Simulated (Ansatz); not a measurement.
The starting structures come from a database of crystals and need not be the phases stable at ambient conditions.

 Where the default PAW files enter, the runs use the earlier of Ansatz's two default sets.

Tunnelling through a barrier is set by its complex band structure: the current falls as exp(−2κd) with the smallest κ.

Data:

```
CELL_PARAMETERS angstrom
      5.39782     0.00000     0.00000
     -2.69891     4.67465     0.00000
      2.69891     1.55822     6.08911
ATOMIC_POSITIONS crystal
  K  0.28368 0.64184 0.07448
  K  0.71632 0.35816 0.92552
  Sb 0.32779 0.16390 0.50831
  Sb 0.67221 0.83610 0.49169
  O  0.87018 0.03704 0.68705
  O  0.12982 0.96296 0.31295
  O  0.27591 0.83314 0.68705
  O  0.72409 0.16686 0.31295
  O  0.47981 0.44277 0.68705
  O  0.52019 0.55723 0.31295
```

Space group of this cell: R-3. The cell is taken as given.

Transport runs along the normal of the first two printed cell vectors, the (001) plane of the conventional cell.

No gap correction and no spin-orbit coupling; mid-gap values are interpolated between computed energies.

Q: Predict the band gap and the smallest decay constant κ at mid-gap from r2SCAN run with Ansatz (a first-principles code).

A: Gap 3.60 eV on a 8×8×8 mesh; κ = 0.393 1/Å, at the zone centre.
